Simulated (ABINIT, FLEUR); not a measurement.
A FLEUR input for a self-consistent single point of TaN (P6/mmm, 6 atoms in the cell) (DFT, PBEsol, all-electron FLAPW (FLEUR), scalar-relativistic valence):

Input of the input generator:

```
TaN FLAPW
&input film=f /
1.0000000000 0.0000000114 0.0000000000
-0.5000000098 0.8660253981 0.0000000000
0.0000000000 0.0000000000 0.5569458766
9.7723365965
1.0 1.0 1.0

6
73 0.0000000000 0.0000000000 -0.0000000000
73 0.6666666667 0.3333333333 0.5000000000
73 0.3333333333 0.6666666667 0.5000000000
7 0.0000000000 0.5000000000 -0.0000000000
7 0.5000000000 0.0000000000 -0.0000000000
7 0.5000000000 0.5000000000 -0.0000000000

&comp jspins=1 /
&exco xctyp='PBEs' /
&kpt div1=6 div2=6 div3=9 gamma=t /
&end /
```

```xml
<?xml version="1.0" encoding="UTF-8" standalone="no"?>
<fleurInput fleurInputVersion="0.39">
   <comment>
      TaN FLAPW                                                                                           
   </comment>
   <calculationSetup>
      <cutoffs Kmax="4.5" Gmax="18.0" GmaxXC="18.0" numbands="0"/>
      <scfLoop itmax="80" minDistance="0.00001" maxIterBroyd="40" imix="Anderson" alpha="0.05" precondParam="0.0" spinf="2.0"/>
      <coreElectrons ctail="T" frcor="F" kcrel="0" coretail_lmax="0"/>
      <xcFunctional name="PBEs" relativisticCorrections="F"/>
      <magnetism jspins="1"/>
      <soc l_soc="F" theta="0.0" phi="0.0" spav="F"/>
      <expertModes spex="0" secvar="F"/>
      <geometryOptimization l_f="T" forcealpha="1.0" forcemix="BFGS" epsdisp="0.00001" epsforce="0.00001"/>
      <ldaU l_linMix="F" mixParam="0.05" spinf="1.0"/>
   </calculationSetup>
   <cell>
      <bzIntegration valenceElectrons="96.0" mode="gauss" fermiSmearingEnergy="0.00367493">
         <kPointListSelection listName="default-1"/>
         <!-- k-points included here -->
         <xi:include xmlns:xi="http://www.w3.org/2001/XInclude" href="kpts.xml"> </xi:include>
      </bzIntegration>
      <!-- symmetry operations included here -->
      <xi:include xmlns:xi="http://www.w3.org/2001/XInclude" href="sym.xml"> </xi:include>
      <bulkLattice scale="1.0">
         <bravaisMatrix>
            <row-1>    9.7723365965000006     0.0000001114046372     0.0000000000000000</row-1>
            <row-2>   -4.8861683940188989     8.4630916913511118     0.0000000000000000</row-2>
            <row-3>    0.0000000000000000     0.0000000000000000     5.4426625721679525</row-3>
         </bravaisMatrix>
      </bulkLattice>
   </cell>
   <atomSpecies>
      <species name="Tantalum (Ta)" element="Ta" atomicNumber="73">
         <mtSphere radius="2.39" gridPoints="823" logIncrement="0.016"/>
         <atomicCutoffs lmax="10" lnonsphr="8"/>
         <electronConfig flipSpins="F">
            <coreConfig>(1s1/2) (2s1/2) (2p1/2) (2p3/2) (3s1/2) (3p1/2) (3p3/2) (4s1/2) (3d3/2) (3d5/2) (4p1/2) (4p3/2) (4d3/2) (4d5/2)</coreConfig>
            <valenceConfig>(5s1/2) (5p1/2) (5p3/2) (6s1/2) (4f5/2) (4f7/2) (5d3/2) (5d5/2)</valenceConfig>
            <stateOccupation state="(5d3/2)" spinUp="0.6" spinDown="0.6"/>
            <stateOccupation state="(5d5/2)" spinUp="0.9" spinDown="0.9"/>
         </electronConfig>
         <energyParameters s="6" p="6" d="5" f="5"/>
         <lo type="SCLO" l="0" n="5" eDeriv="0"/>
         <lo type="SCLO" l="1" n="5" eDeriv="0"/>
         <lo type="SCLO" l="3" n="4" eDeriv="0"/>
      </species>
      <species name="Nitrogen (N)" element="N" atomicNumber="7">
         <mtSphere radius="1.35" gridPoints="467" logIncrement="0.022"/>
         <atomicCutoffs lmax="6" lnonsphr="4"/>
         <electronConfig flipSpins="F">
            <coreConfig>(1s1/2)</coreConfig>
            <valenceConfig>(2s1/2) (2p1/2) (2p3/2)</valenceConfig>
            <stateOccupation state="(2p1/2)" spinUp="0.5" spinDown="0.5"/>
            <stateOccupation state="(2p3/2)" spinUp="1.0" spinDown="1.0"/>
         </electronConfig>
         <energyParameters s="2" p="2" d="3" f="4"/>
      </species>
   </atomSpecies>
   <atomGroups>
      <atomGroup species="Tantalum (Ta)">
         <relPos label="                   1">.0000000000 .0000000000 .0000000000</relPos>
         <force calculate="T" relaxXYZ="TTT"/>
      </atomGroup>
      <atomGroup species="Tantalum (Ta)">
         <relPos label="                   2">-1.000/3.000 1.000/3.000 1.000/2.000</relPos>
         <relPos label="                   3">1.000/3.000 -1.000/3.000 1.000/2.000</relPos>
         <force calculate="T" relaxXYZ="TTT"/>
      </atomGroup>
      <atomGroup species="Nitrogen (N)">
         <relPos label="                   4">.0000000000 1.000/2.000 .0000000000</relPos>
         <relPos label="                   5">1.000/2.000 .0000000000 .0000000000</relPos>
         <relPos label="                   6">1.000/2.000 1.000/2.000 .0000000000</relPos>
         <force calculate="T" relaxXYZ="TTT"/>
      </atomGroup>
   </atomGroups>
   <output dos="F" band="F" slice="F">
      <checks vchk="F" cdinf="F"/>
      <bandDOS minEnergy="-.5*Htr" maxEnergy="0.5*Htr" sigma="0.015" storeEVData="T"/>
      <vacuumDOS vacdos="F" integ="F" star="F" nstars="0" locx1="0.0" locy1="0.0" locx2="0.0" locy2="0.0" nstm="0" tworkf="0.0"/>
      <unfoldingBand unfoldBand="F" supercellX="1" supercellY="1" supercellZ="1"/>
      <plotting iplot="0" polar="F">
         <plot TwoD="T" vec1="  1.0  0.0  0.0" vec2="  0.0  1.0  0.0" vec3="  0.0  0.0  1.0" zero="  0.0  0.0  0.0" file="plot"/>
      </plotting>
      <chargeDensitySlicing numkpt="0" minEigenval="0.0" maxEigenval="0.0" nnne="0" pallst="F"/>
      <specialOutput eonly="F"/>
      <magneticCircularDichroism mcd="F" energyLo="-10.0" energyUp="0.0"/>
   </output>
  <!-- We include the file relax.xml here to enable relaxations (see documentation) -->
  <xi:include xmlns:xi="http://www.w3.org/2001/XInclude" href="relax.xml"> <xi:fallback/> </xi:include>
</fleurInput>
```

Task: Write the same calculation as an input for ABINIT.

Result: One input that does it (others would too):

```
# TaN, JTH v2.0 PBE PAW
pp_dirpath "./"
pseudos "Ta.GGA_PBE-JTH.xml, N.GGA_PBE-JTH.xml"
acell 3*1.0 Angstrom
rprim
         5.1712978242    0.0000000588    0.0000000000
        -2.5856489630    4.4784752569    0.0000000000
         0.0000000000    0.0000000000    2.8801330000
natom 6
ntypat 2
znucl 73 7
typat 1 1 1 2 2 2
xcart
         0.0000000000    0.0000000000    0.0000000000
         2.5856488951    1.4928251248    1.4400665000
        -0.0000000339    2.9856501908    1.4400665000
        -1.2928244815    2.2392376284    0.0000000000
         2.5856489121    0.0000000294    0.0000000000
         1.2928244306    2.2392376578    0.0000000000
      Angstrom
ecut 707 eV
pawecutdg 1415 eV
pawxcdev 0
ixc -116133
occopt 7
tsmear 0.1 eV
nband 35
kptopt 1
ngkpt 6 6 9
nshiftk 1
shiftk 0 0 0
nstep 100
tolvrs 1.0e-12
prtwf 0
prtden 0
prtvol 1
enunit 2
```

Basis settings and potentials, where a program has them, do not carry over. This input uses DFT, PBEsol, plane waves, PAW (JTH v2.0 PBE PAW, files made for PBE).

The starting cell comes from a database of computed structures (which also holds hypothetical and non-ambient phases and stackings), without a prior relaxation at this level. Its lattice was rescaled by a random factor within 2.5 % of one. For this run, on top of that: lattice scaled by 0.98.
